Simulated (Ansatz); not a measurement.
# BeSe in the zinc blende structure (space group F-43m, No. 216)

```
BeSe
1.0
    0.00000     2.58889     2.58889
    2.58889     0.00000     2.58889
    2.58889     2.58889     0.00000
Se Be
1 1
Cartesian
  3.88333   3.88333   3.88333
  0.00000   0.00000   0.00000
```

Level of theory: PBE/PAW in Ansatz (a program for electronic structure), without spin-orbit coupling. Γ-centred 11×11×11 mesh, Fermi–Dirac width 0.05 eV.

| Property | Result |
|---|---|
| Volume per atom | 17.35 Å³ |
| Density | 4.21 g/cm³ |
| Band gap | 2.67 eV, indirect, Γ → X |
| Electron mass | 0.90 mₑ along k, 0.27 mₑ across |
| Hole mass (degenerate bands, along [100]) | 0.24, 0.48, 0.48 mₑ |
| Lowest conduction-band minima above the VBM | X along ⟨100⟩ 2.67 eV |
| Total energy | -2781.719 eV/atom (σ→0; compares only within this code and set-up) |

Effective masses come from finite differences of ±0.01 Å⁻¹. Along k means along the line from Γ to the band edge. No phonon test of stability was made.
